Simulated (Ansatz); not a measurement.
Take SiC in the wurtzite structure (space group P6_3mc, No. 186; a = 3.092 Å, c = 5.074 Å) as the base.

Level of theory: Ansatz (a quantum-chemistry and plane-wave program) PBE, no spin-orbit coupling.

Strains are applied to the cell and any free atomic positions relax.

One change was made to it. Results:

```tsv
quantity	base	after
valence-band top at Γ (three highest levels, from the VBM)	0.00, 0.00, -0.11 eV	0.00, 0.00, -0.10 eV
energy relative to the base (free energy F)	0 meV/atom	+34 meV/atom
band gap	2.31 eV	2.43 eV
pressure (mean of the normal stresses, compression positive)	0.00 GPa	-13.18 GPa
electron mass	0.27 mₑ along c, 0.44 mₑ across (at K)	0.27 mₑ along c, 0.46 mₑ across (at K)
```

Task: Which of these changes matches the shifts?
(A) isotropic strain +1.80 %
(B) isotropic strain +2.40 %
(C) isotropic strain +1.20 %

Result: B, isotropic strain +2.40 %. For comparison, the energy relative to the base in the other runs: isotropic strain +1.20 % gives +8.7 meV/atom; isotropic strain +1.80 % gives +19 meV/atom.

Masses are band curvatures over ±0.01 Å⁻¹ around the edge. No phonon test of stability was made.
